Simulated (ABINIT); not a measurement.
## Pressure against volume in diamond-structure Si (space group 227) (ABINIT, PBEsol)

```xyz
2
Lattice="0.0000 2.6367 2.6367 2.6367 0.0000 2.6367 2.6367 2.6367 0.0000" Properties=species:S:1:pos:R:3 pbc="T T T"
Si     2.6367     2.6367     2.6367
Si     3.9550     3.9550     3.9550
```

Method of the run: PBEsol, norm-conserving pseudopotentials (PseudoDojo nc-sr-04 PBEsol standard) (plane waves; ABINIT). Settings: pseudos = [Si.upf]; ecut = 46 Ry; ixc = -116133; occopt = 3; tsmear = 0.00036749 Ha; ngkpt = 11 11 11; nshiftk = 1; shiftk = 0 0 0; potentials = PseudoDojo nc-sr-04 PBEsol standard; nband = 9; kptopt = 1; nstep = 80; tolvrs = 1e-12. The cell above is the first row's. The rows scale it uniformly. In all rows fractional positions and the k mesh are held.

| V (Å^3/atom) | P (GPa) |
|---|---|
| 18.330 | ? |
| 18.728 | 7.20 |
| 19.127 | 4.73 |
| 19.525 | 2.50 |
| 19.924 | 0.48 |
| 20.322 | -1.33 |
| 20.721 | -2.96 |
| 21.119 | -4.43 |
| 21.518 | -5.75 |

The 8 complete rows are fitted with a cubic, P against V. With u = V - 20.1, the rows have u = -1.3720, -0.9730, -0.5750, -0.1760, 0.2220, 0.6210, 1.0190, 1.4180. Least squares gives P = -0.342 - 4.5780·u + 0.6058·u² - 0.0471·u³. Residuals (row less fit): -0.001, 0.001, 0.000, -0.003, -0.001, 0.003, -0.002, 0.000; standard error 0.002 (degrees of freedom: 4). The fitted pressure is zero at V0 = 20.03, where dP/dV = -4.668, so B0 = -V0·dP/dV = 93.5 GPa.

### Question
Predict the withheld P at V = 18.330 from the fit, and compare with the calculation.

### Answer
u = -1.7700, so P = -0.342 - 4.5780 × (-1.7700) + 0.6058 × (-1.7700)² - 0.0471 × (-1.7700)³ = 9.920 GPa. The calculation gives 9.94 GPa, 0.020 GPa above the prediction (0.1 % of the range of P in the table). The row lies outside the fitted rows, so this is an extrapolation. From the scatter of the fitted rows alone, a prediction at this place has a standard error of 0.006 GPa, so the miss is 3.2 times that.

Carrying the step between the two nearest rows on in a straight line would have given 9.66, off by 0.28; series whose last step already gives the withheld value aren't shown. The scan was laid around a cell of about the measured size, scaled by a guess for this functional. The runs keep the symmetry of the cell, so they don't test it for distortions. Cutoffs and mesh are single choices, not tested for convergence of this quantity. Series with a scatter that would blur these digits, or in which a gap closes, are not shown.

Terms beyond the fitted order, or numerical noise in single rows, can give a miss of this size; the table doesn't tell which.
